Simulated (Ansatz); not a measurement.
Levels about the gap of amorphous Si36P8O92 (136 atoms in a cell of 1918 Å³, 2.36 g/cm³; zone centre alone, so wide bands show as single levels with stretches between that a denser mesh fills), at the geometry that PBE relaxed, where it gives 1.7 GPa on a denser mesh. The participation number counts the atoms over which a state spreads; weights are charges in smoothed Voronoi cells. The levels come from a single point, so bond lengths are those of that geometry. Method of the levels: PBE, scalar-relativistic without spin-orbit coupling (Ansatz, a program for electronic structure). Sampling: the zone centre alone; Fermi-Dirac width 0.02 eV; no spin polarisation. At PBE the levels at the filled edge of the gap are localised (band-tail or defect states), and the nearest spread-out levels lie 5.8 eV apart at the zone centre.

The cell was made by melting and quenching with the CHGNet potential and then relaxed with DFT. O atoms were pushed apart under 1.9 Å during the dynamics, to hinder bonds among them. The hot cell started wider than the set density and was brought back towards it in steps. It is the lowest in DFT energy of 4 quenches. It is a model cell: composition and starting density were chosen by hand, and all elements were melted together. No dispersion term was used. A short ab initio anneal came between quench and relaxation. Its density started from a set value of 2.36 and ended at 2.36 g/cm³. Cooling (nominally 150 K/ps over its main leg) ran many orders faster than in experiment, which tends to leave more defects and strain. Values belong to this one cell and scatter from quench to quench. The volume was held where the preparation left it and the shape relaxed, at a PBE pressure of 1.7 GPa. Stress components on the final sampling reach 1.7 GPa.

```csv
"E - E(highest filled), eV",filling,participation number,largest on,weight O,weight Si,weight P
-0.34,filled,10.1,"O, 1 neighbours",0.94,0.01,0.05
-0.30,filled,4.2,"O, 1 neighbours",0.93,0.01,0.05
-0.26,filled,4.4,"O, 1 neighbours",0.93,0.01,0.06
-0.25,filled,6.2,"O, 1 neighbours",0.93,0.01,0.06
-0.20,filled,3.7,"O, 1 neighbours",0.95,0.01,0.05
-0.13,filled,2.6,"O, 1 neighbours",0.94,0.01,0.05
0.00,filled,2.8,"O, 1 neighbours",0.94,0.01,0.05
4.73,empty,116.6,"Si, 4 neighbours",0.70,0.25,0.05
5.70,empty,49.1,"Si, 4 neighbours",0.62,0.29,0.10
5.96,empty,50.8,"Si, 4 neighbours",0.64,0.31,0.05
6.13,empty,53.8,"Si, 4 neighbours",0.67,0.29,0.04
6.19,empty,81.6,"O, 2 neighbours",0.70,0.25,0.05
6.27,empty,88.8,"P, 4 neighbours",0.66,0.29,0.05
6.40,empty,78.9,"O, 2 neighbours",0.70,0.24,0.05
```

Most localised among these is the filled level at -0.13 eV, on a O atom, which has 1 neighbours (P 1.46 Å).
